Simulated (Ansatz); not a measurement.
The boundary is one mirror-built cell; no search for the lowest one was made.

System: Σ11 (113) symmetric tilt boundary in fcc Al, with one H atom a cell (13.5 Å²) in the boundary; relaxed on a coarser mesh with the in-plane cell held.

Given:

```yaml
crystal:
  lattice:
    - [2.85763, 0.00000, 0.00000]
    - [1.42882, 4.73884, 0.00000]
    - [0.00000, 0.00000, 39.47419]
  atoms:
    - { symbol: Al, position: [0.01532, 0.99253, 0.02552] }
    - { symbol: Al, position: [0.28555, 0.45302, 0.05952] }
    - { symbol: Al, position: [0.55724, 0.90885, 0.08844] }
    - { symbol: Al, position: [0.83064, 0.36211, 0.12027] }
    - { symbol: Al, position: [0.10329, 0.82225, 0.15050] }
    - { symbol: Al, position: [0.37601, 0.27679, 0.18129] }
    - { symbol: Al, position: [0.64874, 0.73134, 0.21207] }
    - { symbol: Al, position: [0.92147, 0.18588, 0.24285] }
    - { symbol: Al, position: [0.19420, 0.64043, 0.27364] }
    - { symbol: Al, position: [0.46692, 0.09498, 0.30442] }
    - { symbol: Al, position: [0.73965, 0.54952, 0.33520] }
    - { symbol: Al, position: [0.01238, 0.00407, 0.36599] }
    - { symbol: Al, position: [0.28511, 0.45861, 0.39677] }
    - { symbol: Al, position: [0.55764, 0.91647, 0.42622] }
    - { symbol: Al, position: [0.83617, 0.36168, 0.45952] }
    - { symbol: Al, position: [0.10731, 0.81834, 0.48718] }
    - { symbol: Al, position: [0.40669, 0.22298, 0.52552] }
    - { symbol: Al, position: [0.10731, 0.81834, 0.56385] }
    - { symbol: Al, position: [0.83617, 0.36168, 0.59151] }
    - { symbol: Al, position: [0.55764, 0.91647, 0.62481] }
    - { symbol: Al, position: [0.28511, 0.45861, 0.65426] }
    - { symbol: Al, position: [0.01238, 0.00407, 0.68504] }
    - { symbol: Al, position: [0.73965, 0.54952, 0.71583] }
    - { symbol: Al, position: [0.46692, 0.09498, 0.74661] }
    - { symbol: Al, position: [0.19420, 0.64043, 0.77739] }
    - { symbol: Al, position: [0.92147, 0.18588, 0.80818] }
    - { symbol: Al, position: [0.64874, 0.73134, 0.83896] }
    - { symbol: Al, position: [0.37601, 0.27679, 0.86975] }
    - { symbol: Al, position: [0.10329, 0.82225, 0.90053] }
    - { symbol: Al, position: [0.83064, 0.36211, 0.93076] }
    - { symbol: Al, position: [0.55724, 0.90885, 0.96259] }
    - { symbol: Al, position: [0.28555, 0.45302, 0.99151] }
    - { symbol: H, position: [0.21823, 0.60447, 0.52552] }
```

The resistance of the junction is A R = A (h/e²)[1/T − 1/(2N₁) − 1/(2N₂)] a spin, with T the transmission and N₁, N₂ the leads' channels in a cell of area A; the spins conduct in parallel.

Values are means of three energies within 0.05 eV of the Fermi level, on a potential converged at a Fermi-Dirac width of 0.05 eV. Resistances leave out the leads' Sharvin resistance. Spin-orbit coupling is left out.

Predict the specific resistance of the junction and the share of channels that pass from PBE (Ansatz, an electronic-structure program).

AR = 0.37 × 10⁻¹⁵ Ω m²; 64 % of the channels of the narrower lead pass.
